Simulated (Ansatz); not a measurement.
# L1₀ (CuAu-type) FePt

All values below come from LDA (Ansatz, an electronic-structure program, plane waves, PAW).

Numerical settings: plane-wave cutoff 520 eV, 24×24×18 k mesh (along the axes of the cell as run), Fermi–Dirac smearing 0.05 eV (set by the program), spin-polarised with parallel moments, scalar-relativistic PAW data made under PBE.

Cell: relaxed at this level.

- elastic constant C13: 189 GPa
- elastic constant C33: 373 GPa
- elastic constant C44: 142 GPa
- Voigt–Reuss–Hill bulk modulus: 250 GPa
- Voigt–Reuss–Hill shear modulus (Hill average): 119 GPa
- Young modulus: 308 GPa
- Poisson ratio: 0.294

Elastic constants are with the ions relaxed.

Spin–orbit coupling is not included.

Computing time: about 27 core-minutes (a rough figure).
